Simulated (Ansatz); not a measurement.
Start from Si in the diamond structure (space group Fd-3m, No. 227; a = 5.444 Å). Axes: x, y, z lie along the cube axes.

Calculations: r2SCAN (Ansatz, a quantum-chemistry and plane-wave program; PAW; 500 eV plane waves; no SOC), earlier PAW set.

Strains are applied to the cell and any free atomic positions relax.

One change was made to it. Results:

```tsv
quantity	base	after
shortest interatomic distance	2.357 Å	2.318 Å
smallest direct gap	2.74 eV	2.59 eV
valley order (the lowest conduction-band minima on the path, energy above the VBM, named in the base's zone)	a point along ⟨100⟩, about 1.0 Å⁻¹ from Γ 0.78 eV; L along ⟨111⟩ 1.84 eV	a point along [010], about 1.0 Å⁻¹ from Γ 0.58 eV; a point along [001], about 1.0 Å⁻¹ from Γ 0.62 eV; a point along [100], about 1.0 Å⁻¹ from Γ 0.64 eV; L along [1-11] 1.86 eV
```

Task: Name the change that was made.
A. strain tensor (xx, yy, zz, yz, xz, xy) = (+0.54, −0.99, +0.05, −0.35, −1.55, −0.10) %
B. strain tensor (xx, yy, zz, yz, xz, xy) = (−1.22, −1.92, −1.32, +0.31, +0.11, +0.50) %
C. isotropic strain +0.79 %

Result: B, strain tensor (xx, yy, zz, yz, xz, xy) = (−1.22, −1.92, −1.32, +0.31, +0.11, +0.50) %. For comparison, the valley order in the other runs: strain tensor (xx, yy, zz, yz, xz, xy) = (+0.54, −0.99, +0.05, −0.35, −1.55, −0.10) % gives a point along [010], about 1.1 Å⁻¹ from Γ 0.47 eV; a point along [001], about 1.0 Å⁻¹ from Γ 0.66 eV; a point along [100], about 1.0 Å⁻¹ from Γ 0.70 eV; L along [111] 1.50 eV; isotropic strain +0.79 % gives a point along ⟨100⟩, about 1.0 Å⁻¹ from Γ 0.82 eV; L along ⟨111⟩ 1.75 eV.

Whether these cells are dynamically stable was not tested.
